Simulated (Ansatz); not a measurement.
The reference is Ir in the fcc (Cu type) structure (space group Fm-3m, No. 225; a = 3.831 Å; relaxed with 0.1 eV smearing). Axes: x, y, z lie along the cube axes.

The values are results of PBEsol (Ansatz, a first-principles code; PAW; 420 eV plane waves; no spin-orbit coupling), not measurements.

Before the change:

The pressure comes out as 0.0 GPa.

Perturbation: tensile biaxial strain of 2.00 % in the plane normal to [001], as in epitaxy on a mismatched substrate; the out-of-plane cell vector and the atoms relax.

Question: Estimate the effect on the energy relative to the base.

Answer: The energy rises by 23 meV/atom.

Question: Estimate the effect on the out-of-plane strain.

Answer: The out-of-plane strain comes out as -1.57 %.

Question: Estimate the effect on the pressure.

Answer: The pressure (mean of the normal stresses, compression positive) goes from zero to -8.3 GPa.

Stability against distortions was not tested. The final runs are not spin-polarised.
